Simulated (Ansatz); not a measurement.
## Effect of tensor shear ε_xy = +2.00 % on Mo

The parent structure is Mo in the bcc (W type) structure (space group Im-3m, No. 229; a = 3.1115 Å; relaxed with 0.1 eV smearing). Axes: x, y, z lie along the cube axes.

Perturbation: tensor shear ε_xy = +2.00 % (engineering shear γ = 0.0400), atoms relaxed at fixed cell.

Calculations: Kohn–Sham DFT with the LDA functional, run in Ansatz (a quantum-chemistry and plane-wave program) with PAW and 420 eV plane waves, no spin-orbit coupling. Settings: 30×30×30 k-points, 0.1 eV Fermi–Dirac smearing.

The volume per atom is still 15.06 Å³ and the shortest interatomic distance decreases by 0.036 Å (2.695 Å → 2.659 Å). The energy grows by 8.2 meV/atom and the band gap stays zero. The stress (xx, yy, zz, yz, xz, xy; compression positive) is (0.3, 0.3, 0.4, 0.0, 0.0, -4.4) GPa.

The cells carry an imposed strain or load. Stability against distortions was not tested. The final runs are not spin-polarised.
